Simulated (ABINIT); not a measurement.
Band structure of Ag (Fm-3m, 1 atom in the cell).

```xyz
1
Lattice="0.0000 2.0450 2.0450 2.0450 0.0000 2.0450 2.0450 2.0450 0.0000" Properties=species:S:1:pos:R:3 pbc="T T T"
Ag     0.0000     0.0000     0.0000
```

Method: PBE, norm-conserving pseudopotentials (PseudoDojo nc-sr-05 PBE standard) (plane waves; ABINIT).

Settings: pseudos = [Ag.upf]; ecut = 41 Ha; occopt = 7; tsmear = 0.00367493 Ha; ngkpt = 14 14 14; nshiftk = 1; shiftk = 0 0 0; potentials = PseudoDojo nc-sr-05 PBE standard; kptopt = 1; nstep = 80; toldfe1 = 1e-09 Ha; ndtset = 2; getden2 = 1.

The starting cell has typed, rounded lattice constants, without a prior relaxation at this level.

Levels in eV from the Fermi level, bands 6 to 13:
```json
[
 {"point": "Γ", "6": "-4.71", "7": "-4.71", "8": "-4.71", "9": "-3.68", "10": "-3.68", "11": "16.25", "12": "19.77", "13": "19.77"},
 {"point": "X", "6": "-6.20", "7": "-2.91", "8": "-2.68", "9": "-2.68", "10": "1.67", "11": "6.78", "12": "10.76", "13": "10.76"},
 {"point": "W", "6": "-4.98", "7": "-4.98", "8": "-3.67", "9": "-2.67", "10": "6.01", "11": "6.01", "12": "7.05", "13": "8.24"},
 {"point": "K", "6": "-5.49", "7": "-4.00", "8": "-3.46", "9": "-2.96", "10": "4.35", "11": "5.32", "12": "7.19", "13": "12.85"},
 {"point": "L", "6": "-4.73", "7": "-4.73", "8": "-2.88", "9": "-2.88", "10": "-0.34", "11": "3.66", "12": "15.45", "13": "18.00"},
 {"point": "U", "6": "-5.49", "7": "-4.00", "8": "-3.46", "9": "-2.96", "10": "4.35", "11": "5.32", "12": "7.19", "13": "12.85"}
]
```

Bands cross the Fermi level along this path, so the cell is metallic at this level.
